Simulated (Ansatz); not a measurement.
Consider GaSb in the zinc blende structure (space group F-43m, No. 216; a = 6.132 Å). Axes: x, y, z lie along the cube axes.

Level of theory: r2SCAN/PAW in Ansatz (a quantum-chemistry and plane-wave program), spin-orbit coupling left out.

Before the change:

```
Item        Result
--------  --------
Pressure  0.01 GPa
```

Modification: biaxial strain +3.00 %, plane normal [001], relaxed out of plane (Cartesian); in-plane vectors clamped, the third vector and the atoms free.

### Question
Predict the new ratio −ε⊥/ε∥, energy relative to the base and pressure.

### Answer
The ratio −ε⊥/ε∥ comes out as 0.86; the energy increases by 14 meV/atom; the pressure (mean of the normal stresses, compression positive) drops by 1.64 GPa, from 0.01 GPa to -1.63 GPa.

Stability against distortions was not tested.
